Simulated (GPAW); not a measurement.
GPAW run on ScAl3 (Pm-3m, 4 atoms in the cell): self-consistent single point.

Method: PBE, GPAW PAW datasets PBE (gpaw-data 1.0.1) (plane waves; GPAW).

The change in words: lattice scaled by 0.98. Reference geometry:
```yaml
crystal:
  lattice:
    - [3.99788, 0.00000, 0.00000]
    - [0.00000, 3.99788, 0.00000]
    - [0.00000, 0.00000, 3.99788]
  atoms:
    - { symbol: Sc, position: [0.00000, 0.00000, 0.00000] }
    - { symbol: Al, position: [0.50000, 0.00000, 0.50000] }
    - { symbol: Al, position: [0.00000, 0.50000, 0.50000] }
    - { symbol: Al, position: [0.50000, 0.50000, 0.00000] }
```

Reference input (self-consistent single point, DFT PBE, plane waves, GPAW PAW datasets PBE (gpaw-data 1.0.1)): mode = pw; ecut = 850 eV; xc = PBE; kpts = 7 7 7; mesh shift (steps) = 0 0 0; occupations.name = fermi-dirac; occupations.width = 0.1 eV; nbands = -10; convergence.forces = 0.001 eV/Å; symmetry.symmorphic = false; symmetry.tolerance = 0.0005; maxiter = 120. This run's input differs from it in these lines:

```diff
@@ -5,5 +5,5 @@
 atoms = Atoms(['Sc', 'Al', 'Al', 'Al'],
-              cell=[[3.997878, 0.000000, 0.000000],
-                    [0.000000, 3.997878, 0.000000],
-                    [0.000000, 0.000000, 3.997878]],
+              cell=[[3.917920, 0.000000, 0.000000],
+                    [0.000000, 3.917920, 0.000000],
+                    [0.000000, 0.000000, 3.917920]],
               scaled_positions=[[0.000000, 0.000000, 0.000000],
```

Output (repeated stretches shortened):

```
     iter     time        total  log10-change:
                         energy   eigst   dens  force
iter:   1 --:--:--   -17.210936
iter:   2 --:--:--   -17.280503   -0.15  -1.16
iter:   3 --:--:--   -17.300052   -0.90  -1.18
iter:   4 --:--:--   -17.311429   -1.82  -1.64
iter:   5 --:--:--   -17.309414   -1.96  -1.71
iter:   6 --:--:--   -17.307412c  -2.86  -2.18
iter:   7 --:--:--   -17.303273c  -3.56  -2.12
iter:   8 --:--:--   -17.302184c  -3.81  -2.37
iter:   9 --:--:--   -17.302077c  -4.65  -2.64
iter:  10 --:--:--   -17.301958c  -4.80  -2.82
iter:  11 --:--:--   -17.301949c  -5.04  -3.41
iter:  12 --:--:--   -17.301937c  -5.82  -3.44
iter:  13 --:--:--   -17.301938c  -6.49  -4.38c
iter:  14 --:--:--   -17.301936c  -6.48  -4.41c
iter:  15 --:--:--   -17.301936c  -7.86c -4.57c
iter:  16 --:--:--   -17.301936c  -8.25c -4.80c -29.32c
Converged after 16 iterations.

Dipole moment: (-0.000000, -0.000000, -0.000000) |e|*Ang

Energy contributions relative to reference atoms: (reference = -40599.152915)

Kinetic:        +37.303775
Potential:      -25.019645
External:        +0.000000
XC:             -29.702968
Entropy (-ST):   -0.037255
Local:           +0.135528
SIC:             +0.000000
--------------------------
Free energy:    -17.320563
Extrapolated:   -17.301936

Showing only first 2 kpts
 Kpt  Band  Eigenvalues  Occupancy
  0     8      6.72282    2.00000
  0     9      6.72282    2.00000
  0    10      9.82823    0.00000
  0    11      9.94494    0.00000

  1     8      6.72063    2.00000
  1     9      7.47782    1.99993
  1    10      9.86217    0.00000
  1    11      9.86217    0.00000

Fermi level: 8.50887

No gap
No difference between direct/indirect transitions
Energy (eV): -17.301936

Forces in eV/Ang:
  0 Sc    0.00000   -0.00000   -0.00000
  1 Al    0.00000    0.00000    0.00000
  2 Al    0.00000    0.00000    0.00000
  3 Al    0.00000    0.00000    0.00000

Stress tensor:
    -0.101944     0.000000     0.000000
     0.000000    -0.101944     0.000000
     0.000000     0.000000    -0.101944
Stress (GPa, Voigt): [-16.3332 -16.3332 -16.3332   0.       0.       0.    ]
```

The run converged in 16 iterations. GPAW prints stress with tension positive. Against the reference run the free energy rises by 70.9 meV/atom and the pressure goes from 8.22 to 16.33 GPa.

The starting cell comes from a database of computed structures (which also holds hypothetical and non-ambient phases and stackings), without a prior relaxation at this level. Its lattice was rescaled by a random factor within 2.5 % of one. For this run, on top of that: lattice scaled by 0.98. With a pressure of about 16 GPa the cell is away from its equilibrium volume at this level.

Cost on one core of a shared machine: roughly 40 s.
